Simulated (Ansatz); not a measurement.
Base system: LiF in the rock salt structure (space group Fm-3m, No. 225; a = 4.0679 Å).

(Cell as relaxed with PBE.)

Levels (all Ansatz, a quantum-chemistry and plane-wave program, PAW): PBE (420 eV, scalar-relativistic without spin-orbit coupling); r2SCAN (500 eV, without spin-orbit coupling).

Each level relaxes its own structure.

```csv
base,PBE,r2SCAN
volume per atom,8.41 Å³,7.94 Å³
lattice parameter a,4.068 Å,3.990 Å
band gap,8.83 eV,10.33 eV
```

Now apply this change: a hydrostatic pressure of 15 GPa.

```csv
quantity,PBE,r2SCAN
"valley order (the lowest conduction-band minima on the path, energy above the VBM, named in the base's zone)",Γ 10.35 eV; L along ⟨111⟩ 11.51 eV,___
electron mass,0.98 mₑ (at Γ),___
volume per atom,7.17 Å³,___
```

Q: Predict the r2SCAN column.

A: 
- valley order (the lowest conduction-band minima on the path, energy above the VBM, named in the base's zone), r2SCAN: Γ 11.84 eV; L along ⟨111⟩ 12.85 eV
- electron mass, r2SCAN: 0.99 mₑ (at Γ)
- volume per atom, r2SCAN: 6.88 Å³

Both order the valleys alike; PBE's volume per atom lies 0.29 Å³ above r2SCAN's (4.2 %). Neither level is exact; r2SCAN is the comparison here, not a measurement.

Load acts through the strain it causes; cell and atoms are relaxed under it. Effective masses come from finite differences of ±0.01 Å⁻¹. No phonon test of stability was made. Competing high-pressure phases were not computed.
